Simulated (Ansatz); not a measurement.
HgO (P3₂21, No. 154, 6 atoms in the cell; start mp-1077107; a measured phase of this formula has another space group)

Level of theory: LDA in Ansatz (plane waves, PAW).

Run with plane-wave cutoff 520 eV, 12×12×4 k mesh (along the axes of the cell as run), Fermi–Dirac smearing 0.01 eV, scalar-relativistic PAW data made under PBE.

Cell (relaxed at this level):

Space group P3₂21 (No. 154); a = b = 3.522 Å, c = 8.618 Å, α = β = 90.00°, γ = 120.00°

```tsv
atom	site	symmetry	x	y	z
Hg	3a	.2.	0.7541	0.7541	0.0000
O	3b	.2.	0.4651	0.4651	0.5000
```

```
Item                                           Value
-------------------------------------------  -------
band gap                                     1.35 eV
smallest direct gap on the k points sampled  1.52 eV
Γ–Γ gap                                      1.55 eV
```

Spin–orbit coupling is not included.

Computed values are for the static lattice.

A start named mp-… is a Materials Project structure, which need not be a measured phase.

Ansatz is a quantum-chemistry and plane-wave program.
